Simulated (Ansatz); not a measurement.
**NaCl under a change: x(Li) = 0.25, 8 atoms, Pmmm**

Take NaCl in the rock salt structure (space group Fm-3m, No. 225; a = 5.602 Å) as the base.

The other end (x = 1) is LiCl in the rock salt structure (space group Fm-3m, No. 225): 16.23 Å³/atom, gap 6.35 eV.

Modification: Li replaces 25.0 % of the Na, ordered in a cell of 8 atoms (starting symmetry Pmmm) and fully relaxed.

The values are results of PBEsol (Ansatz, an electronic-structure program; PAW; 420 eV plane waves; without spin-orbit coupling), not measurements. k-mesh 9×6×5 (Γ-centred); smearing 0.05 eV (Fermi–Dirac), for the changed cell.

```tsv
quantity	base	changed	shift
volume per atom	21.98 Å³	20.62 Å³	-1.352 Å³
band gap	5.01 eV	5.16 eV	+0.15 eV
gap character (in this cell's own zone, which can be folded)	direct at Γ	direct at Γ	–
electron mass	0.39 mₑ (at Γ)	0.40 mₑ (at Γ)	–
valence-band top at Γ (three highest levels, from the VBM)	0.00, 0.00, 0.00 eV	0.00, -0.01, -0.04 eV	–
mixing energy	–	+18 meV/atom	–
bowing parameter b of this ordering, from Eg = [1−x] Eg[0] + x Eg[1] − b x [1−x]	–	1.0 eV	–
mean first-shell distances	–	Na–Cl 2.766 Å (end compound 2.801 Å), Li–Cl 2.675 Å (end compound 2.532 Å)	–
```

Final structure:

```
Na3LiCl4
1.0
    3.85358     0.00000     0.00000
    0.00000     5.50935     0.00000
    0.00000     0.00000     7.77119
Li Na Cl
1 3 4
Direct
  0.00000   0.00000   0.00000
  0.50000   0.50000   0.75497
  0.00000   0.00000   0.50000
  0.50000   0.50000   0.24503
  0.00000   0.50000   0.00000
  0.50000   0.00000   0.76869
  0.00000   0.50000   0.50000
  0.50000   0.00000   0.23131
```

Cost of the whole job for the changed cell (relaxation, final SCF and bands): around 2.7 core-minutes (rough).

Each cell is one ordered arrangement of few atoms, which overstates ordering effects compared with a random alloy. Effective masses come from finite differences of ±0.01 Å⁻¹. No phonon test of stability was made. k-point labels follow each cell's own Brillouin zone.
